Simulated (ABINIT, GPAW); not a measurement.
An ABINIT input for a self-consistent single point of CaS (Fm-3m, 2 atoms in the cell) (DFT, LDA (PW92), plane waves, norm-conserving pseudopotentials (PseudoDojo nc-sr-04 LDA standard)):

```
# CaS, PseudoDojo nc-sr-04 LDA standard
pp_dirpath "./"
pseudos "Ca.upf, S.upf"
acell 7.6229046279 7.6229046279 7.6229046279
rprim
        -0.0000000000    0.7071067812    0.7071067812
         0.7071067812   -0.0000000000    0.7071067812
         0.7071067812    0.7071067812   -0.0000000000
natom 2
ntypat 2
znucl 20 16
typat 1 2
xred
         0.0000000000    0.0000000000    0.0000000000
         0.5000000000    0.5000000000    0.5000000000
ecut 980 eV
ixc 7
occopt 1
nband 12
kptopt 1
ngkpt 8 8 8
nshiftk 1
shiftk 0 0 0
nstep 80
toldfe 1.0e-09
diemac 6
prtwf 0
prtden 0
enunit 1
```

### Question
Give the GPAW input for the same structure, mesh, smearing and functional.

### Answer
This is the input that was run; spellings and numerical settings could be chosen otherwise.

```python
from ase import Atoms
from ase.units import GPa
from gpaw import GPAW, PW

atoms = Atoms(['Ca', 'S'],
              cell=[[0.000000, 2.852375, 2.852375],
                    [2.852375, 0.000000, 2.852375],
                    [2.852375, 2.852375, 0.000000]],
              scaled_positions=[[0.000000, 0.000000, 0.000000],
                                [0.500000, 0.500000, 0.500000]],
              pbc=True)

calc = GPAW(mode=PW(550),
            xc='LDA',
            kpts={'size': (8, 8, 8), 'gamma': True},
            occupations={'name': 'fixed-uniform'},
            nbands=-4,
            convergence={'density': 1e-05, 'energy': 1e-05, 'bands': -2},
            symmetry={'symmorphic': False, 'tolerance': 0.0005},
            maxiter=120,
            txt='-')

atoms.calc = calc

energy = atoms.get_potential_energy()
print('Energy (eV):', round(energy, 6))
forces = atoms.get_forces()
print('Forces (eV/Ang):')
print(forces.round(5))
stress = atoms.get_stress()
print('Stress (GPa, Voigt):', (stress / GPa).round(4))
```

Basis, cutoffs, solver keys and any potentials are the target program's own. This input uses DFT LDA (Perdew-Wang 92), plane waves, GPAW PAW datasets LDA (gpaw-data 1.0.1). LDA parametrisations can differ slightly between programs. Both were run: pressure -4.39 GPa in ABINIT and -4.07 in GPAW; gap on the mesh 2.164 eV in ABINIT and 2.186 in GPAW.

On GPAW: the starting cell comes from a database of computed structures (which also holds hypothetical and non-ambient phases and stackings), without a prior relaxation at this level. With a pressure of about -4 GPa the cell is away from its equilibrium volume at this level.

On ABINIT: the starting cell comes from a database of computed structures (which also holds hypothetical and non-ambient phases and stackings), without a prior relaxation at this level. With a pressure of about -4 GPa the cell is away from its equilibrium volume at this level.
